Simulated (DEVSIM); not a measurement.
Structure: double heterostructure, Ge between p- and n-type Si, at 300 K.

Layer 1 from the left is Si, thickness (μm) 0.980, Na (cm⁻³) 1.4e18, τn (s) 1.1e-5, τp (s) 1.1e-5. Layer 2 from the left is Ge, thickness (μm) 0.450, Nd (cm⁻³) 5.9e15, τn (s) 1.1e-5, τp (s) 1.1e-5. Layer 3 from the left is Si, thickness (μm) 0.320, Nd (cm⁻³) 3.7e17, τn (s) 1.1e-5, τp (s) 0.00033.

Left contact: ohmic. Right contact: ohmic. Voltage is applied to the left contact. Recombination: SRH at mid-gap, radiative. Mobility is constant in doping.

This is a model device: material constants are rounded textbook-type values typed into the input, and sizes, dopings and lifetimes were drawn at random. Values at 300 K.

Si: gap (eV) 1.124, affinity (eV) 4.05, permittivity 11.7, Nc (cm⁻³) 2.86e19, Nv (cm⁻³) 3.1e19, μn (cm²/Vs) 1417, μp (cm²/Vs) 470, B (cm³/s) 4.7e-15. Ge: gap (eV) 0.664, affinity (eV) 4, permittivity 16, Nc (cm⁻³) 1.04e19, Nv (cm⁻³) 6e18, μn (cm²/Vs) 3900, μp (cm²/Vs) 1900, B (cm³/s) 6.4e-14.

DEVSIM, 1D drift-diffusion, Boltzmann statistics, complete ionisation; no tunnelling, impact ionisation, image-force lowering or self-heating. Band offsets follow the typed affinities; no thermionic-emission limit at abrupt steps, no polarisation charge.

**Question.** What does the simulation give for the dark forward voltage at 1 A/cm², the dark forward voltage at 100 A/cm²?

**Answer.** dark forward voltage at 1 A/cm² 0.566 V; dark forward voltage at 100 A/cm² 0.721 V.
